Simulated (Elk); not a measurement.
A self-consistent single point of SrAlGe (P-6m2, 3 atoms in the cell) with Elk.

Level of theory: PBEsol, all-electron FP-LAPW, Elk's shipped species files, APW+lo basis with extra local orbitals (Elk).

The change in words: lattice scaled by 0.98. Reference geometry:
```xyz
3
Lattice="4.3773 0.0000 0.0000 -2.1886 3.7908 0.0000 0.0000 0.0000 4.8689" Properties=species:S:1:pos:R:3 pbc="T T T"
Sr     0.0000     0.0000     0.0000
Al     2.1886     1.2636     2.4344
Ge     0.0000     2.5272     2.4344
```

Reference input (self-consistent single point, DFT, PBEsol, all-electron FP-LAPW, Elk's shipped species files, APW+lo basis with extra local orbitals): xctype = 22; rgkmax = 7.5; stype = 0; swidth = 0.00734986 Ha; ngridk = 9 9 7; tforce = true; gmaxvr = 18 1/bohr; lmaxapw = 10; lmaxo = 8; nxlo = 2; lorbcnd = true; lradstp = 2. This run's input differs from it in these lines:

```diff
@@ -49,5 +49,5 @@
 avec
-    4.3772946133   -0.0000001603    0.0000000000
-   -2.1886471678    3.7908484151    0.0000000000
-    0.0000000000    0.0000000000    4.8688660000
+    4.2897486479   -0.0000001683    0.0000000000
+   -2.1448741782    3.7150313891    0.0000000000
+    0.0000000000    0.0000000000    4.7714890000
```

Output (repeated stretches shortened):

```
│ Self-consistent loop started │
│ Loop number : 1 │
 total energy                :     -5523.27494684
│ Loop number : 2 │
 total energy                :     -5523.23716321
RMS change in Kohn-Sham potential (target) :   0.2736137351     (  0.1000000000E-05)
Absolute change in total energy (target)   :   0.3778362704E-01 (  0.1000000000E-03)
│ Loop number : 3 │
 total energy                :     -5521.52375062
RMS change in Kohn-Sham potential (target) :   0.1756695016     (  0.1000000000E-05)
Absolute change in total energy (target)   :    1.722858501     (  0.1000000000E-03)
│ Loop number : 4 │
   [... lines left out ...]
Absolute change in total energy (target)   :   0.4487192509E-03 (  0.1000000000E-03)
│ Loop number : 13 │
 total energy                :     -5517.93951115
RMS change in Kohn-Sham potential (target) :   0.1506520702E-06 (  0.1000000000E-05)
Absolute change in total energy (target)   :   0.1310576945E-03 (  0.1000000000E-03)
│ Loop number : 14 │
 total energy                :     -5517.93949406
RMS change in Kohn-Sham potential (target) :   0.4404812429E-07 (  0.1000000000E-05)
Absolute change in total energy (target)   :   0.4985511441E-04 (  0.1000000000E-03)
Convergence targets achieved

│ Loop number : 15 │

Energies :
 Fermi                       :     0.225745904167
 total energy                :     -5517.93949470

Density of states at Fermi energy :    33.93418547
 (states/Hartree/unit cell)

Estimated indirect band gap :   0.8878384767E-03
 from k-point     37 to k-point     19
Estimated direct band gap   :   0.3181591116E-01
 at k-point     20

Charges :
 core                        :    50.00000000
 valence                     :    33.00000000
 interstitial                :    5.560954398
 muffin-tins (core leakage)
  species :    1 (Sr)
   atom    1                 :    35.87211315     (  0.4618940007E-04)
  species :    2 (Al)
   atom    1                 :    11.11680856     (  0.6798159576E-03)
  species :    3 (Ge)
   [... lines left out ...]
   total force               :     0.00000000    0.00000000    0.00000000
   total magnitude           :     0.00000000
 species :    3 (Ge)
  atom :    1
   Hellmann-Feynman          :    -0.00000000   -0.00000000    0.00000000
   IBS                       :     0.00000000    0.00000000    0.00000000
   total force               :    -0.00000000   -0.00000000    0.00000000
   total magnitude           :     0.00000000
```

The run converged in 15 iterations. The count includes the last loop, which Elk runs after its targets are met. Against the reference run the total energy goes down by 22.8 meV/atom.

The starting cell comes from a database of computed structures (which also holds hypothetical and non-ambient phases and stackings), without a prior relaxation at this level. Its lattice was rescaled by a random factor within 2.5 % of one. For this run, on top of that: lattice scaled by 0.98. Values depend on the basis (sphere radii, cutoffs, local orbitals), which need not be converged. The log's line on a gap gives a spacing of levels on this mesh, which the program prints for metals too.

Cost on one core of a shared machine: roughly 5 min.
